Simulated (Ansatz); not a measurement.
The starting structures come from a database of crystals and need not be the phases stable at ambient conditions.

The decay constant κ of evanescent states in the gap governs leakage through a thin film.

Here is the system:

```yaml
crystal:
  lattice:
    - [7.08820, 0.00000, 0.00000]
    - [0.44960, 7.07393, 0.00000]
    - [3.31930, -3.53696, 4.85055]
  atoms:
    - { symbol: Cs, position: [0.50000, 0.50000, 0.00000] }
    - { symbol: Cs, position: [0.75000, 0.75000, 0.50000] }
    - { symbol: Cs, position: [0.25000, 0.25000, 0.50000] }
    - { symbol: Tl, position: [0.00000, 0.00000, 0.00000] }
    - { symbol: F, position: [0.31082, 0.68918, 0.68918] }
    - { symbol: F, position: [0.68918, 0.31082, 0.31082] }
    - { symbol: F, position: [0.00000, 0.00000, 0.31082] }
    - { symbol: F, position: [0.00000, 0.00000, 0.68918] }
    - { symbol: F, position: [0.22079, 0.22079, 0.00000] }
    - { symbol: F, position: [0.77921, 0.77921, 0.00000] }
```

Space group of this cell: I4/mmm. The cell is taken as given.

Transport runs along the normal of the first two printed cell vectors, the (110) plane of the conventional cell.

No gap correction and no spin-orbit coupling; mid-gap values are interpolated between computed energies.

Question: Estimate the band gap and the smallest decay constant κ at mid-gap that r2SCAN (Ansatz, a program for electronic structure) returns for this system.

Answer: Gap 3.87 eV on a 6×6×6 mesh; κ = 0.437 1/Å, at the zone centre.
